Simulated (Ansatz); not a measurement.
HoPt3 (Pm-3m, No. 221)

The numbers are results of PBEsol (plane waves, PAW; Ansatz, a first-principles code), not measurements.

Settings: plane-wave cutoff 500 eV, 14×14×14 k mesh, Fermi–Dirac smearing 0.1 eV, spin-polarised start, scalar-relativistic PAW data made under PBE.

Cell: relaxed at this level.

```json
{
  "equilibrium_volume_per_atom": "16.64 Å³/atom",
  "lattice_parameter_a": "4.053 Å",
  "band_gap": "none"
}
```

Note: the magnetic order was assumed, not searched for or taken from measurement; the 4f shell is treated without U or exact exchange, so its levels and filling can be wrong.

Spin–orbit coupling is not included.

Cost on a shared machine: roughly 9 core-minutes.
